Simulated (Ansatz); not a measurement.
H on an anion site across 6 hosts. All values below come from PBE, PAW (plane waves to 420 eV; Ansatz, a program for electronic structure). Charged cells are image-corrected; levels hold to tenths of an eV, spin–orbit coupling is left out, only levels at least 0.1 eV inside the gap count (those within 0.2 eV of an edge may still be shallow), and each defect is the lowest state found from one start.

```json
[
 {"host": "rutile SnO2", "site at the start": "the O site", "sites, k-points": "72, 2×2×2 shifted", "gap (eV)": "0.68", "localised charge states": "+1", "levels above the VBM (eV)": "none; +1 throughout"},
 {"host": "rock-salt MgO", "site at the start": "the O site", "sites, k-points": "64, 2×2×2 shifted", "gap (eV)": "4.46", "localised charge states": "+1", "levels above the VBM (eV)": "none; +1 throughout"},
 {"host": "rock-salt LiF", "site at the start": "the F site", "sites, k-points": "64, 2×2×2 shifted", "gap (eV)": "8.83", "localised charge states": "+1, 0", "levels above the VBM (eV)": "(+1/0) 1.94"},
 {"host": "metastable zinc-blende GaN", "site at the start": "the N site", "sites, k-points": "64, 2×2×2 shifted", "gap (eV)": "1.54", "localised charge states": "+2", "levels above the VBM (eV)": "none; +2 throughout"},
 {"host": "rock-salt CaO", "site at the start": "the O site", "sites, k-points": "64, 2×2×2 shifted", "gap (eV)": "3.66", "localised charge states": "+1", "levels above the VBM (eV)": "none; +1 throughout"},
 {"host": "zinc-blende BN", "site at the start": "the N site", "sites, k-points": "64, 2×2×2 shifted", "gap (eV)": "4.46", "localised charge states": "+2, +1, 0, −1", "levels above the VBM (eV)": "(+2/+1) 2.28; (+1/0) 2.62; (0/−1) 4.26"}
]
```

The lowest level as a share of the gap: rock-salt LiF: 1.94 / 8.83 = 0.22; zinc-blende BN: 2.28 / 4.46 = 0.51. No level in rutile SnO2, rock-salt MgO, metastable zinc-blende GaN, rock-salt CaO.
